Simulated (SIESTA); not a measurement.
## Several settings converged on Al (Fm-3m, 1 atom in the cell)

```
Al
1.0
    0.00000     2.03107     2.03107
    2.03107     0.00000     2.03107
    2.03107     2.03107     0.00000
Al
1
Direct
  0.00000   0.00000   0.00000
```

Base method: GGA PBEsol, numerical atomic orbitals DZP, PseudoDojo PBEsol standard norm-conserving potentials (rewritten from UPF to PSML) in SIESTA.

Base settings: XC.functional = GGA; XC.authors = PBEsol; potentials = PseudoDojo PBEsol standard; PAO.BasisSize = DZP; PAO.EnergyShift = 0.01 Ry; MeshCutoff = 300 Ry; kgrid.MonkhorstPack = 12 12 12; OccupationFunction = MP; OccupationMPOrder = 0; ElectronicTemperature = 100 meV.

Core times come from one kind of shared machine, to one figure; runs under 30 s give none.

**The width of Fermi-Dirac smearing**

In this ladder: kgrid.MonkhorstPack = 20 20 20; OccupationFunction = FD; OccupationMPOrder = default.

Narrow widths need finer meshes than wide ones, so the last steps can hold mesh noise.

Only quantities that move along the ladder and can be compared are tabulated; pressure and forces are left out, as mesh noise rules them at narrow widths.

```tsv
ElectronicTemperature	free energy less the last step's (meV/atom)
1000 meV	-664.40
500 meV	-165.38
300 meV	-58.98
200 meV	-25.62
100 meV	-5.33
50 meV	0.00
```

Widest ElectronicTemperature that holds the free energy within 2 meV/atom: not settled: the last two steps still differ by 5.3 meV/atom, over half the tolerance, so the ladder does not show it.

**The width of Gaussian smearing**

In this ladder: kgrid.MonkhorstPack = 20 20 20.

Narrow widths need finer meshes than wide ones, so the last steps can hold mesh noise.

Only quantities that move along the ladder and can be compared are tabulated; pressure and forces are left out, as mesh noise rules them at narrow widths.

```tsv
ElectronicTemperature	free energy less the last step's (meV/atom)
1000 meV	-101.90
500 meV	-25.96
300 meV	-9.57
200 meV	-4.27
100 meV	-0.91
50 meV	0.00
```

Widest ElectronicTemperature that holds the free energy within 5 meV/atom of the last step, with all finer ones: 200 meV; the step before is off by 9.6 meV/atom.

**The width of Methfessel-Paxton smearing**

In this ladder: kgrid.MonkhorstPack = 20 20 20; OccupationMPOrder = 1.

Narrow widths need finer meshes than wide ones, so the last steps can hold mesh noise.

Only quantities that move along the ladder and can be compared are tabulated; pressure and forces are left out, as mesh noise rules them at narrow widths.

```csv
ElectronicTemperature,free energy less the last step's (meV/atom),core time / last (rough)
1000 meV,-1.14,1.0
500 meV,-0.82,0.8
300 meV,-0.48,0.9
200 meV,-0.24,0.9
100 meV,-0.04,1
50 meV,0.00,1
```

Widest ElectronicTemperature that holds the free energy within 1 meV/atom of the last step, with all finer ones: 500 meV; the step before is off by 1.1 meV/atom.

On the base run: the starting cell has typed, rounded lattice constants, without a prior relaxation at this level. Its lattice was rescaled by up to half a per cent. Values carry the incompleteness of an atom-centred basis.

Left out of this page: 6 runs of the series outside the window shown, repeating another row's setting, or not comparable.
